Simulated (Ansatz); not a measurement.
Mo in the bcc (W type) structure; conventional cell a = b = c = 3.1290 Å, α = β = γ = 90.00°.

The run noted for some of its cells that some bands missed the eigensolver's tolerance.

Problem. By how much do the lattice constants and the volume change from 300 K to 950 K (quasi-harmonic approximation, PBEsol in Ansatz, a program for electronic structure), and how far does the bulk modulus soften?

Solution. a by 0.38 %, the volume by 1.13 %; B_T goes from 273 to 256 GPa. No phase change or melting is allowed for: the numbers belong to this structure as given.
